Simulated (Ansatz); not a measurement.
Consider AlP in the zinc blende structure (space group F-43m, No. 216; a = 5.470 Å). Axes: x, y, z lie along the cube axes.

It is then changed as follows: uniaxial stress, 8 GPa tension along x, with the cell and atoms free to relax against it.

Levels (all Ansatz, a program for electronic structure, PAW, earlier PAW set): PBEsol (420 eV, no SOC); PBEsol+SOC (420 eV, with spin-orbit coupling).

The geometry is relaxed with PBEsol.

| Property | Result |
|---|---|
| PBEsol smallest direct gap | 2.60 eV |
| PBEsol band gap | 1.15 eV |
| PBEsol electron mass | 0.28 mₑ along x, 0.25 mₑ along y, 0.81 mₑ along z (at X) |

### Question
Predict the smallest direct gap, band gap and electron mass from PBEsol+SOC.

### Answer
The smallest direct gap decreases by 0.013 eV (2.60 eV → 2.58 eV); the band gap drops by 0.02 eV, from 1.15 eV to 1.13 eV; the electron mass remains 0.28 mₑ along x, 0.25 mₑ along y, 0.81 mₑ along z (at X).

Single points use the geometry relaxed with PBEsol. The spin-orbit shifts are approximate. Load acts through the strain it causes; cell and atoms are relaxed under it. Effective masses come from finite differences of ±0.01 Å⁻¹. Beyond what the load breaks, stability against distortions was not tested.
